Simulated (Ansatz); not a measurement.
## KTaO3, response to strain

The reference is KTaO3 in the cubic perovskite structure (space group Pm-3m, No. 221; a = 3.952 Å).

Strains are applied to the cell and any free atomic positions relax.

Method: LDA in Ansatz (plane waves to 420 eV, PAW, without spin-orbit coupling).

Notes on the quantities. energy relative to the base: free energy F.

| variant | shortest interatomic distance | smallest direct gap | energy relative to the base | band gap | pressure |
|---|---|---|---|---|---|
| base | 3.734 bohr | 2.73 eV | 0 meV/atom | 2.13 eV | -0.01 GPa |
| isotropic strain −3.00 % | 3.622 bohr | 2.81 eV | +76 meV/atom | 2.30 eV | 24.36 GPa |
| isotropic strain −2.40 % | 3.644 bohr | 2.80 eV | +47 meV/atom | 2.27 eV | 18.66 GPa |
| isotropic strain −1.80 % | 3.667 bohr | 2.79 eV | +26 meV/atom | 2.24 eV | 13.40 GPa |
| isotropic strain −1.20 % | 3.689 bohr | 2.77 eV | +11 meV/atom | 2.20 eV | 8.55 GPa |
| isotropic strain −0.60 % | 3.712 bohr | 2.75 eV | +2.8 meV/atom | 2.17 eV | 4.09 GPa |

With Ta present, leaving out spin-orbit coupling can change the band edges. Stability against distortions was not tested.

Ansatz is a program for electronic structure.
